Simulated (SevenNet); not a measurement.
# Cubic perovskite BaHfO₃

Calculation: the machine-learned potential SevenNet-l3i5 (trained on PBE and PBE+U data).

Cell: relaxed at this level.

```
Item                                    Value
------------------------------  -------------
equilibrium lattice constant a        4.203 Å
equilibrium volume per atom     14.85 Å³/atom
```

Measured, for comparison: lattice constant a 4.171 Å (room temperature, no zero-point or thermal correction, our sources range from 4.171 to 4.180; as tabulated in Zhao et al. (2008), arXiv:0809.3506); equilibrium volume per atom 14.51 Å³/atom (room temperature, no zero-point or thermal correction; as tabulated in Zhao et al. (2008), arXiv:0809.3506). Computed (rounded) less measured: lattice constant a +0.8 % (+0.6 % to +0.8 % over the range), equilibrium volume per atom +2.3 %.

A machine-learned potential is trained on density-functional data: it inherits that level's misses and adds fitting errors of its own.
